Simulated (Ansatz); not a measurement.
# BaO2 (I4/mmm, No. 139)

The numbers are results of HSE06 in Ansatz (plane waves, PAW), not measurements.

Settings: plane-wave cutoff 500 eV, 8×8×8 k mesh, gaussian smearing 0.02 eV, scalar-relativistic PAW data made under PBE.

Cell (relaxed at this level):

BaO2 is taken in the tetragonal space group I4/mmm (No. 139), Pearson symbol tI6. Lattice parameters: a = 3.805 Å, b = 3.805 Å, c = 6.861 Å, α = 90.00°, β = 90.00°, γ = 90.00°. Ba on 2a is surrounded by 10 O at 2.701–2.787 Å. O on 4e is surrounded by 1 O at 1.459 Å and 5 Ba at 2.701–2.787 Å. (Neighbours: up to the widest gap in distance over summed covalent radii, below 1.35, at either atom; cation-cation and far metal-metal contacts left out.)
(The calculation used a cell of 3 atoms; values per cell refer to that cell.)

For BaO2 (I4/mmm, No. 139), the band gap is 3.72 eV (on the SCF k mesh).

Spin–orbit coupling is not included.

The computed numbers hold no vibrational or temperature effects.

Computing time: very roughly 24 core-minutes.

Ansatz is a first-principles code.
